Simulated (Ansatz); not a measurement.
**CsCl-type FeAl**

Calculation: LDA (Ansatz, a quantum-chemistry and plane-wave program, PAW).

Numerical settings: plane-wave cutoff 520 eV, 22×22×22 k mesh, Fermi–Dirac smearing 0.035 eV (set by the program), no spin polarisation, scalar-relativistic PAW data made under PBE.

Cell (relaxed at this level):

```xyz
2
Lattice="2.8115 0.0000 0.0000 0.0000 2.8115 0.0000 0.0000 0.0000 2.8115" Properties=species:S:1:pos:R:3 pbc="T T T"
Al     1.4058     1.4058     1.4058
Fe     0.0000     0.0000     0.0000
```

| Property | Result |
|---|---|
| elastic constant C11 | 308 GPa |
| elastic constant C12 | 157 GPa |
| elastic constant C44 | 164 GPa |
| Voigt–Reuss–Hill bulk modulus | 207 GPa |
| polycrystal shear modulus (Hill average) | 120 GPa |
| Young modulus | 302 GPa |
| Poisson ratio | 0.257 |

Elastic constants are with the ions relaxed.

The computed numbers hold no vibrational or temperature effects.

The result took around 5 core-minutes (rough).
